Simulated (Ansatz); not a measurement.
Levels about the gap of amorphous Si$_{24}$O$_{49}$Be (74 atoms in a cell of 1105 Å³, 2.20 g/cm³; zone centre alone, so wide bands show as single levels with stretches between that a denser mesh fills), at the geometry that PBE relaxed, where it gives 0.6 GPa on a denser mesh. The participation number counts the atoms over which a state spreads; weights are charges in smoothed Voronoi cells. The levels come from a single point, so bond lengths are those of that geometry. Method of the levels: PBE, scalar-relativistic without spin-orbit coupling (Ansatz, a first-principles code). Sampling: the zone centre alone; Fermi-Dirac width 0.02 eV; no spin polarisation. At PBE the levels at the filled edge of the gap are localised (band-tail or defect states), and the nearest spread-out levels lie 5.4 eV apart at the zone centre.

A CHGNet melt-quench gave the starting glass, which DFT then relaxed. O atoms were pushed apart under 1.9 Å during the dynamics, to hinder bonds among them. The hot cell started wider than the set density and was brought back towards it in steps. It is the lowest in DFT energy of 2 quenches. It is a model cell: composition and starting density were chosen by hand, and all elements were melted together. No dispersion term was used. Its density started from a set value of 2.20 and ended at 2.20 g/cm³. The simulated quench (nominally 320 K/ps over its main leg) is rapid and tends to freeze in more defects than a deposited or slowly cooled glass has. Values belong to this one cell and scatter from quench to quench. The volume was held where the preparation left it and the shape relaxed, at a PBE pressure of 0.6 GPa. Stress components on the final sampling reach 0.6 GPa.

| E - E(highest filled), eV | filling | participation number | largest on | weight O | weight Si | weight Be |
|---|---|---|---|---|---|---|
| -0.51 | filled | 14.8 | O, 2 neighbours | 0.94 | 0.04 | 0.02 |
| -0.41 | filled | 21.6 | O, 2 neighbours | 0.96 | 0.04 | 0.00 |
| -0.36 | filled | 20.5 | O, 2 neighbours | 0.96 | 0.03 | 0.00 |
| -0.29 | filled | 6.7 | O, 2 neighbours | 0.94 | 0.04 | 0.02 |
| -0.22 | filled | 5.1 | O, 2 neighbours | 0.96 | 0.04 | 0.00 |
| -0.06 | filled | 5.3 | O, 2 neighbours | 0.95 | 0.03 | 0.02 |
| 0.00 | filled | 4.3 | O, 2 neighbours | 0.95 | 0.03 | 0.02 |
| 5.06 | empty | 62.0 | O, 2 neighbours | 0.73 | 0.26 | 0.01 |
| 6.42 | empty | 33.4 | Si, 4 neighbours | 0.63 | 0.36 | 0.00 |
| 6.70 | empty | 45.6 | O, 2 neighbours | 0.67 | 0.31 | 0.01 |
| 6.95 | empty | 40.8 | O, 2 neighbours | 0.73 | 0.26 | 0.01 |

Most localised among these is the filled level at +0.00 eV, on a O atom, which has 2 neighbours (Be 1.51 Å, Si 1.61 Å).
